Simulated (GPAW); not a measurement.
## GPAW run on MnSe (Fm-3m, 2 atoms in the cell): self-consistent single point

Level of theory: LDA (Perdew-Wang 92), GPAW PAW datasets LDA (gpaw-data 1.0.1) (plane waves; GPAW).

Input:

```python
from ase import Atoms
from ase.units import GPa
from gpaw import GPAW, PW

atoms = Atoms(['Se', 'Mn'],
              cell=[[0.000000, 2.744000, 2.744000],
                    [2.744000, 0.000000, 2.744000],
                    [2.744000, 2.744000, 0.000000]],
              scaled_positions=[[0.500000, 0.500000, 0.500000],
                                [0.000000, 0.000000, 0.000000]],
              pbc=True)

atoms.set_initial_magnetic_moments([0.0, 4.0])

calc = GPAW(spinpol=True,
            mode=PW(800),
            xc='LDA',
            kpts=(5, 5, 5),
            occupations={'name': 'methfessel-paxton', 'width': 0.136, 'order': 1},
            nbands=-6,
            symmetry={'symmorphic': False, 'tolerance': 0.0005},
            maxiter=150)

atoms.calc = calc

energy = atoms.get_potential_energy()
print('Energy (eV):', round(energy, 6))
forces = atoms.get_forces()
print('Forces (eV/Ang):')
print(forces.round(5))
stress = atoms.get_stress()
print('Stress (GPa, Voigt):', (stress / GPa).round(4))
```

The program printed (abridged):

```
Input parameters:
  kpts: [5 5 5]
  maxiter: 150
  mode: {ecut: 800.0,
         name: pw}
  nbands: -6
  occupations: {name: methfessel-paxton,
                order: 1,
                width: 0.136}
  spinpol: True
  symmetry: {symmorphic: False,
             tolerance: 0.0005}

species:
  Se:
    name: Selenium
    Z: 34.0
    valence: 6
    core: 28
    charge: 0.0
    file: Se.LDA.gz

    # Using partial waves for Se as LCAO basis

  Mn:
    name: Manganese
    Z: 25.0
    valence: 15
    core: 10
    charge: 0.0
    file: Mn.LDA.gz

    # Using partial waves for Mn as LCAO basis

Reference energy: -97472.645615  # eV

Spin-polarized calculation.
Initial magnetic moment: 4.000000

Convergence criteria:
 Maximum [total energy] change in last 3 cyles: 0.0005 eV / valence electron
 Maximum integral of absolute [dens]ity change: 0.0001 electrons / valence electron
 Maximum integral of absolute [eigenst]ate change: 4e-08 eV^2 / valence electron
 Maximum number of scf [iter]ations: 150

Symmetries present (total): 48
Symmetries with fractional translations: 0
125 k-points: 5 x 5 x 5 Monkhorst-Pack grid
10 k-points in the irreducible part of the Brillouin zone
       k-points in crystal coordinates                weights
   0:     0.00000000    0.00000000    0.00000000          1/125
   1:     0.20000000    0.20000000    0.00000000          6/125
   2:     0.20000000    0.20000000    0.20000000          8/125
   [... 7 lines left out ...]

Wave functions: Plane wave expansion
  Cutoff energy: 800.000 eV
  Number of coefficients (min, max): 2109, 2148
  Pulay-stress correction: 0.000000 eV/Ang^3 (de/decut=0.000000)

Occupation numbers: Methfessel-Paxton:
  width: 0.1360  # eV
  order: 1

Eigensolver

Densities:
  Coarse grid: 27*27*27 grid
  Fine grid: 54*54*54 grid
  Total Charge: 0.000000

Density mixing:
  Method: difference
  Backend: pulay
  Linear mixing parameter: 0.05
  old densities: 5
  Damping of long wavelength oscillations: 50

Hamiltonian:
  XC and Coulomb potentials evaluated on a 54*54*54 grid
  External potential:
    NoExternalPotential

Number of atoms: 2
Number of atomic orbitals: 17
Number of bands in calculation: 18
Number of valence electrons: 21
Bands to converge: occupied

Density initialized from atomic densities
  17 bands from LCAO basis set
  1 band from random numbers

Atomic positions and initial magnetic moments

Positions:
   0 Se     2.744000    2.744000    2.744000    ( 0.0000,  0.0000,  0.0000)
   1 Mn     0.000000    0.000000    0.000000    ( 0.0000,  0.0000,  4.0000)

Unit cell:
           periodic     x           y           z      points  spacing
  1. axis:    yes    0.000000    2.744000    2.744000    27     0.1174
  2. axis:    yes    2.744000    0.000000    2.744000    27     0.1174
  3. axis:    yes    2.744000    2.744000    0.000000    27     0.1174

  Lengths:   3.880602   3.880602   3.880602
  Angles:   60.000000  60.000000  60.000000

Effective grid spacing dv^(1/3) = 0.1280

     iter     time        total  log10-change:  magmom
                         energy   eigst   dens
iter:   1 --:--:--   -14.882521                   +4.0037
iter:   2 --:--:--   -14.880251   -0.84  -1.55    +4.1651
iter:   3 --:--:--   -14.891192   -1.67  -1.54    +4.3151
iter:   4 --:--:--   -14.941984   -1.73  -1.53    +4.7123
iter:   5 --:--:--   -15.141250   -2.14  -1.49    +4.5183
iter:   6 --:--:--   -15.431007   -2.24  -1.43    +4.6912
iter:   7 --:--:--   -15.991210   -2.49  -1.23    +4.7978
iter:   8 --:--:--   -15.323994   -1.77  -1.05    +4.8919
iter:   9 --:--:--   -14.858234   -1.19  -1.17    +4.8842
iter:  10 --:--:--   -14.827707   -2.64  -2.19    +4.9460
iter:  11 --:--:--   -14.839040   -3.40  -2.18    +4.7079
iter:  12 --:--:--   -14.842150   -4.05  -2.77    +4.5400
iter:  13 --:--:--   -14.842784c  -4.32  -2.91    +4.5639
iter:  14 --:--:--   -14.843095c  -3.82  -2.62    +4.5655
iter:  15 --:--:--   -14.842052c  -4.49  -2.62    +4.5622
iter:  16 --:--:--   -14.842021c  -5.83  -3.46    +4.5629
iter:  17 --:--:--   -14.842018c  -7.08  -3.76    +4.5627
iter:  18 --:--:--   -14.842011c  -6.91  -3.94    +4.5638
iter:  19 --:--:--   -14.842011c  -6.91  -4.07c   +4.5637
iter:  20 --:--:--   -14.842011c  -7.93c -4.24c   +4.5637

Converged after 20 iterations.

Dipole moment: (-0.000000, -0.000000, -0.000000) |e|*Ang

Total magnetic moment: (0.000000, 0.000000, 4.563746)
Local magnetic moments:
   0 Se ( 0.000000,  0.000000,  0.052653)
   1 Mn ( 0.000000,  0.000000,  4.042733)

Energy contributions relative to reference atoms: (reference = -97472.645615)

Kinetic:         +9.958659
Potential:       -8.411576
External:        +0.000000
XC:             -16.512859
Entropy (-ST):   +0.001863
Local:           +0.122524
SIC:             +0.000000
--------------------------
Free energy:    -14.841390
Extrapolated:   -14.842011

Spin contamination: 0.000257 electrons
Showing only first 2 kpts
                      Up                     Down
 Kpt  Band  Eigenvalues  Occupancy  Eigenvalues  Occupancy
  0     8      3.19681    1.00000      6.44026    0.00378
  0     9      3.19681    1.00000      6.44026    0.00378
  0    10      4.83239    1.00000      6.44026    0.00378
  0    11      4.83239    1.00000      6.54553   -0.02310

  1     8      2.99418    1.00000      6.11201    1.02361
  1     9      3.26510    1.00000      6.66218   -0.00140
  1    10      4.53640    1.00000      7.21580   -0.00000
  1    11      4.66262    1.00000      7.22617   -0.00000

Fermi level: 6.32803

No gap
No difference between direct/indirect transitions
Energy (eV): -14.842011

Forces in eV/Ang:
  0 Se    0.00000   -0.00000   -0.00000
  1 Mn    0.00000   -0.00000    0.00000

Stress tensor:
     0.064136    -0.000000     0.000000
    -0.000000     0.064136    -0.000000
     0.000000    -0.000000     0.064136
Stress (GPa, Voigt): [10.2758 10.2758 10.2758 -0.      0.     -0.    ]
```

The run converged in 20 iterations. GPAW prints stress with tension positive.

The starting cell comes from a database of published, mostly measured structures (it also holds non-ambient and calculated ones), without a prior relaxation at this level. With one magnetic atom in the cell only a parallel order is possible. With a pressure of about -10 GPa the cell is away from its equilibrium volume at this level.

Cost on one core of a shared machine: roughly 50 s.
